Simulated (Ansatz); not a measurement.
The starting structures come from a database of crystals and need not be the phases stable at ambient conditions.

Data:

```xyz
10
Lattice="5.2556 0.0000 0.0000 -2.6278 4.5515 0.0000 2.6278 1.5172 4.2012" Properties=species:S:1:pos:R:3 pbc="T T T"
Lu     2.6278     1.5172     1.0503
Lu     2.6278     4.5515     3.1509
Al     0.0000     0.0000     0.0000
Al     0.0000     3.0343     2.1006
O      3.7136     3.3978     1.0503
O      1.5421     2.6709     3.1509
O      0.4563     1.5172     1.0503
O      4.7993     4.5515     3.1509
O      1.0858     4.1881     1.0503
O      4.1699     1.8806     3.1509
```

Space group of this cell: R-3c. The cell is taken as given; by PBEsol its mean pressure is -3.7 GPa.

Transport runs along the normal of the first two printed cell vectors, the (001) plane of the conventional cell.

The gap is the functional's own. No spin-orbit coupling. Mid-gap values are interpolated on the energy grid.

Question: Compute, with PBEsol (Ansatz, an electronic-structure program), the band gap and the smallest decay constant κ at mid-gap.

Answer: Gap 4.93 eV on a 8×8×8 mesh; κ = 0.324 1/Å, at the zone centre.
